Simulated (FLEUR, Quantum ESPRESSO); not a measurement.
A FLEUR input for a self-consistent single point of Y2CN2O2 (P-3m1, 7 atoms in the cell) (DFT, PBEsol, all-electron FLAPW (FLEUR), scalar-relativistic valence):

Input of the input generator:

```
scf Y2C(NO)2
&input film=f /
1.0000000000 0.0000000005 0.0000000000
-0.5000000004 0.8660254036 0.0000000000
0.0000000000 0.0000000000 2.2084029287
6.7954740280
1.0 1.0 1.0

7
39 0.3333333333 0.6666666667 0.6775200000
39 0.6666666667 0.3333333333 0.3224800000
6 0.0000000000 0.0000000000 0.0000000000
7 0.0000000000 0.0000000000 0.1501500000
7 0.0000000000 0.0000000000 0.8498500000
8 0.3333333333 0.6666666667 0.3966600000
8 0.6666666667 0.3333333333 0.6033400000

&comp jspins=1 /
&exco xctyp='PBEs' /
&kpt div1=7 div2=7 div3=3 /
&end /
```

```xml
<?xml version="1.0" encoding="UTF-8" standalone="no"?>
<fleurInput fleurInputVersion="0.39">
   <comment>
      scf Y2C(NO)2                                                                                        
   </comment>
   <calculationSetup>
      <cutoffs Kmax="4.7" Gmax="18.8" GmaxXC="18.8" numbands="0"/>
      <scfLoop itmax="60" minDistance="0.00001" maxIterBroyd="99" imix="Anderson" alpha="0.05" precondParam="0.0" spinf="2.0"/>
      <coreElectrons ctail="T" frcor="F" kcrel="0" coretail_lmax="0"/>
      <xcFunctional name="PBEs" relativisticCorrections="F"/>
      <magnetism jspins="1"/>
      <soc l_soc="F" theta="0.0" phi="0.0" spav="F"/>
      <expertModes spex="0" secvar="F"/>
      <geometryOptimization l_f="T" forcealpha="1.0" forcemix="BFGS" epsdisp="0.00001" epsforce="0.00001"/>
      <ldaU l_linMix="F" mixParam="0.05" spinf="1.0"/>
   </calculationSetup>
   <cell>
      <bzIntegration valenceElectrons="48.0" mode="hist" fermiSmearingEnergy="0.0001">
         <kPointListSelection listName="default-1"/>
         <!-- k-points included here -->
         <xi:include xmlns:xi="http://www.w3.org/2001/XInclude" href="kpts.xml"> </xi:include>
      </bzIntegration>
      <!-- symmetry operations included here -->
      <xi:include xmlns:xi="http://www.w3.org/2001/XInclude" href="sym.xml"> </xi:include>
      <bulkLattice scale="1.0">
         <bravaisMatrix>
            <row-1>    6.7954740280000001     0.0000000033977370     0.0000000000000000</row-1>
            <row-2>   -3.3977370167181897     5.8850531377520179     0.0000000000000000</row-2>
            <row-3>    0.0000000000000000     0.0000000000000000    15.0071447453399855</row-3>
         </bravaisMatrix>
      </bulkLattice>
   </cell>
   <atomSpecies>
      <species name="Yttrium (Y)" element="Y" atomicNumber="39">
         <mtSphere radius="2.48" gridPoints="857" logIncrement="0.015"/>
         <atomicCutoffs lmax="10" lnonsphr="8"/>
         <electronConfig flipSpins="F">
            <coreConfig>(1s1/2) (2s1/2) (2p1/2) (2p3/2) (3s1/2) (3p1/2) (3p3/2) (3d3/2) (3d5/2)</coreConfig>
            <valenceConfig>(4s1/2) (4p1/2) (4p3/2) (5s1/2) (4d3/2) (4d5/2)</valenceConfig>
            <stateOccupation state="(4d3/2)" spinUp="0.2" spinDown="0.2"/>
            <stateOccupation state="(4d5/2)" spinUp="0.3" spinDown="0.3"/>
         </electronConfig>
         <energyParameters s="5" p="5" d="4" f="4"/>
         <lo type="SCLO" l="0" n="4" eDeriv="0"/>
         <lo type="SCLO" l="1" n="4" eDeriv="0"/>
      </species>
      <species name="Carbon (C)" element="C" atomicNumber="6">
         <mtSphere radius="1.07" gridPoints="371" logIncrement="0.027"/>
         <atomicCutoffs lmax="6" lnonsphr="4"/>
         <electronConfig flipSpins="F">
            <coreConfig>(1s1/2)</coreConfig>
            <valenceConfig>(2s1/2) (2p1/2) (2p3/2)</valenceConfig>
            <stateOccupation state="(2p1/2)" spinUp="0.3333333333333" spinDown="0.3333333333333"/>
            <stateOccupation state="(2p3/2)" spinUp="0.6666666666667" spinDown="0.6666666666667"/>
         </electronConfig>
         <energyParameters s="2" p="2" d="3" f="4"/>
      </species>
      <species name="Nitrogen (N)" element="N" atomicNumber="7">
         <mtSphere radius="1.07" gridPoints="371" logIncrement="0.027"/>
         <atomicCutoffs lmax="6" lnonsphr="4"/>
         <electronConfig flipSpins="F">
            <coreConfig>(1s1/2)</coreConfig>
            <valenceConfig>(2s1/2) (2p1/2) (2p3/2)</valenceConfig>
            <stateOccupation state="(2p1/2)" spinUp="0.5" spinDown="0.5"/>
            <stateOccupation state="(2p3/2)" spinUp="1.0" spinDown="1.0"/>
         </electronConfig>
         <energyParameters s="2" p="2" d="3" f="4"/>
      </species>
      <species name="Oxygen (O)" element="O" atomicNumber="8">
         <mtSphere radius="1.41" gridPoints="487" logIncrement="0.022"/>
         <atomicCutoffs lmax="6" lnonsphr="4"/>
         <electronConfig flipSpins="F">
            <coreConfig>(1s1/2)</coreConfig>
            <valenceConfig>(2s1/2) (2p1/2) (2p3/2)</valenceConfig>
            <stateOccupation state="(2p1/2)" spinUp="0.6666666666667" spinDown="0.6666666666667"/>
            <stateOccupation state="(2p3/2)" spinUp="1.3333333333333" spinDown="1.3333333333333"/>
         </electronConfig>
         <energyParameters s="2" p="2" d="3" f="4"/>
      </species>
   </atomSpecies>
   <atomGroups>
      <atomGroup species="Yttrium (Y)">
         <relPos label="                   1">1.000/3.000 -1.000/3.000 -.3224800000</relPos>
         <relPos label="                   2">-1.000/3.000 1.000/3.000 .3224800000</relPos>
         <force calculate="T" relaxXYZ="TTT"/>
      </atomGroup>
      <atomGroup species="Carbon (C)">
         <relPos label="                   3">.0000000000 .0000000000 .0000000000</relPos>
         <force calculate="T" relaxXYZ="TTT"/>
      </atomGroup>
      <atomGroup species="Nitrogen (N)">
         <relPos label="                   4">.0000000000 .0000000000 .1501500000</relPos>
         <relPos label="                   5">.0000000000 .0000000000 -.1501500000</relPos>
         <force calculate="T" relaxXYZ="TTT"/>
      </atomGroup>
      <atomGroup species="Oxygen (O)">
         <relPos label="                   6">1.000/3.000 -1.000/3.000 .3966600000</relPos>
         <relPos label="                   7">-1.000/3.000 1.000/3.000 -.3966600000</relPos>
         <force calculate="T" relaxXYZ="TTT"/>
      </atomGroup>
   </atomGroups>
   <output dos="F" band="F" slice="F">
      <checks vchk="F" cdinf="F"/>
      <bandDOS minEnergy="-.5*Htr" maxEnergy="0.5*Htr" sigma="0.015" storeEVData="T"/>
      <vacuumDOS vacdos="F" integ="F" star="F" nstars="0" locx1="0.0" locy1="0.0" locx2="0.0" locy2="0.0" nstm="0" tworkf="0.0"/>
      <unfoldingBand unfoldBand="F" supercellX="1" supercellY="1" supercellZ="1"/>
      <plotting iplot="0" polar="F">
         <plot TwoD="T" vec1="  1.0  0.0  0.0" vec2="  0.0  1.0  0.0" vec3="  0.0  0.0  1.0" zero="  0.0  0.0  0.0" file="plot"/>
      </plotting>
      <chargeDensitySlicing numkpt="0" minEigenval="0.0" maxEigenval="0.0" nnne="0" pallst="F"/>
      <specialOutput eonly="F"/>
      <magneticCircularDichroism mcd="F" energyLo="-10.0" energyUp="0.0"/>
   </output>
  <!-- We include the file relax.xml here to enable relaxations (see documentation) -->
  <xi:include xmlns:xi="http://www.w3.org/2001/XInclude" href="relax.xml"> <xi:fallback/> </xi:include>
</fleurInput>
```

Task: Write the same calculation as an input for Quantum ESPRESSO.

Result: This is the input that was run; spellings and numerical settings could be chosen otherwise.

```fortran
&CONTROL
  calculation = 'scf'
  prefix = 'Y2C(NO)2'
  outdir = './tmp'
  pseudo_dir = './'
  tprnfor = .true.
  tstress = .true.
/
&SYSTEM
  ibrav = 4
  celldm(1) = 6.7954740280
  celldm(3) = 2.208402928700
  nat = 7
  ntyp = 4
  ecutwfc = 85
  occupations = 'fixed'
  nbnd = 30
/
&ELECTRONS
  conv_thr = 1e-10
/
ATOMIC_SPECIES
Y     88.9058  Y.upf
C     12.0110  C.upf
N     14.0070  N.upf
O     15.9990  O.upf
ATOMIC_POSITIONS {crystal}
Y     0.3333333333    0.6666666667    0.6775200000
Y     0.6666666667    0.3333333333    0.3224800000
C     0.0000000000    0.0000000000    0.0000000000
N     0.0000000000    0.0000000000    0.1501500000
N     0.0000000000    0.0000000000    0.8498500000
O     0.3333333333    0.6666666667    0.3966600000
O     0.6666666667    0.3333333333    0.6033400000
K_POINTS {automatic}
7 7 3  0 0 0
```

Basis, cutoffs, solver keys and any potentials are the target program's own. This input uses DFT, PBEsol, plane waves, PseudoDojo standard norm-conserving (PBESOL) pseudopotentials.

The starting cell comes from a database of computed structures (which also holds hypothetical and non-ambient phases and stackings), without a prior relaxation at this level. Its lattice was rescaled by a random factor within 2.5 % of one. For this run, on top of that: lattice scaled by 0.98.
